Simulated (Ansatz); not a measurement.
# Hypothetical rock salt GaSb: pressure series

Take GaSb in the rock salt structure (space group Fm-3m, No. 225; a hypothetical phase, not in the database extracts checked) as the base.

```
CELL_PARAMETERS angstrom
      0.00000     2.89938     2.89938
      2.89938     0.00000     2.89938
      2.89938     2.89938     0.00000
ATOMIC_POSITIONS crystal
  Sb 0.00000 0.00000 0.00000
  Ga 0.50000 0.50000 0.50000
```

Cell and atoms are relaxed at each pressure.

Method: PBE (Ansatz, a quantum-chemistry and plane-wave program), no SOC.

| pressure (GPa) | volume per atom (Å³/atom) |
|---|---|
| -1 | 24.852 |
| 0 | 24.373 |
| 0.3 | 24.242 |
| 0.7 | 24.074 |
| 1.5 | 23.756 |
| 3 | ? |
| 5 | 22.587 |
| 7.5 | 21.918 |
| 10 | 21.346 |

**Question.** Fit the third-order Birch–Murnaghan form P(V) = (3B₀/2)[(V₀/V)^(7/3) − (V₀/V)^(5/3)]·[1 + (3/4)(B₀′ − 4)((V₀/V)^(2/3) − 1)] (squares taken in P) to the rows shown and predict the withheld row.

**Answer.** Least squares on the printed values gives V₀ = 24.376 Å³/atom, B₀ = 54.4 GPa, B₀′ = 4.9; this predicts 23.212 Å³/atom, and the run gives 23.210 Å³/atom, 0.002 lower.

Load acts through the strain it causes; cell and atoms are relaxed under it. Stability against distortions was not tested. Competing high-pressure phases were not computed. The final runs are not spin-polarised.
